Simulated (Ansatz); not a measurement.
Crystal: TiO₂ (I4_1/amd, anatase, 6 atoms a cell, 11.5 Å³ an atom); planes in its conventional cell.

Calculation: r2SCAN (plane waves, PAW; Ansatz, a program for electronic structure).

No gap correction and no spin-orbit coupling; mid-gap values are interpolated between computed energies.

| plane | area of the cell (Å²) | mid-gap κ (1/Å) | largest κ in the gap (1/Å) |
|---|---|---|---|
| (001) | 14.3 | 0.41 | 0.45 |
| (110) | 25.7 | (withheld) | (withheld) |

Task: The slowest decay depends on the direction. Supply the withheld values.

Result: 
- (110), mid-gap κ (1/Å): 0.28
- (110), largest κ in the gap (1/Å): 0.28
